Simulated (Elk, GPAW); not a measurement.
An Elk input for a self-consistent single point of CaSi₂Ni₂ (I4/mmm, 5 atoms in the cell) (DFT, LDA (PW92), all-electron FP-LAPW, Elk's shipped species files, LAPW+lo basis):

```
tasks
  0

xctype
  3

rgkmax
  8.0

gmaxvr
  14.0

nxoapwlo
  1

rmtscf
  0.88

stype
  0

swidth
  0.00499791

avec
   -3.7442617694    3.7442617694    9.1093718714
    3.7442617694   -3.7442617694    9.1093718714
    3.7442617694    3.7442617694   -9.1093718714

atoms
  3   : nspecies
  'Ca.in'   : spfname
  1   : natoms; atposl, bfcmt below
  0.0000000000  0.0000000000  0.0000000000    0.0 0.0 0.0
  'Si.in'   : spfname
  2   : natoms; atposl, bfcmt below
  0.6306800000  0.6306800000  0.0000000000    0.0 0.0 0.0
  0.3693200000  0.3693200000  0.0000000000    0.0 0.0 0.0
  'Ni.in'   : spfname
  2   : natoms; atposl, bfcmt below
  0.7500000000  0.2500000000  0.5000000000    0.0 0.0 0.0
  0.2500000000  0.7500000000  0.5000000000    0.0 0.0 0.0

ngridk
  9 9 9
```

Give the GPAW input for the same structure, mesh, smearing and functional.

This is the input that was run; spellings and numerical settings could be chosen otherwise.

```python
from ase import Atoms
from ase.units import GPa
from gpaw import GPAW

atoms = Atoms(['Ca', 'Si', 'Si', 'Ni', 'Ni'],
              cell=[[-1.981378, 1.981378, 4.820472],
                    [1.981378, -1.981378, 4.820472],
                    [1.981378, 1.981378, -4.820472]],
              positions=[[0.000000, 0.000000, 0.000000],
                         [0.000000, -0.000000, 6.080351],
                         [-0.000000, 0.000000, 3.560593],
                         [0.000000, 1.981378, 2.410236],
                         [1.981378, 0.000000, 2.410236]],
              pbc=True)

calc = GPAW(mode={'name': 'pw', 'ecut': 800},
            xc='LDA',
            kpts=(9, 9, 9),
            occupations={'name': 'methfessel-paxton', 'width': 0.136, 'order': 0},
            nbands=-13,
            convergence={'density': 1e-05, 'energy': 1e-05},
            symmetry={'symmorphic': False, 'tolerance': 0.0005},
            maxiter=120)

atoms.calc = calc

energy = atoms.get_potential_energy()
print('Energy (eV):', round(energy, 6))
forces = atoms.get_forces()
print('Forces (eV/Ang):')
print(forces.round(5))
stress = atoms.get_stress()
print('Stress (GPa, Voigt):', (stress / GPa).round(4))
```

Basis, cutoffs, solver keys and any potentials are the target program's own. This input uses DFT LDA (Perdew-Wang 92), plane waves, GPAW PAW datasets LDA (gpaw-data 1.0.1). LDA parametrisations can differ slightly between programs.

The starting cell comes from a database of computed structures (which also holds hypothetical and non-ambient phases and stackings), without a prior relaxation at this level. Its lattice was rescaled by a random factor within 2.5 % of one.
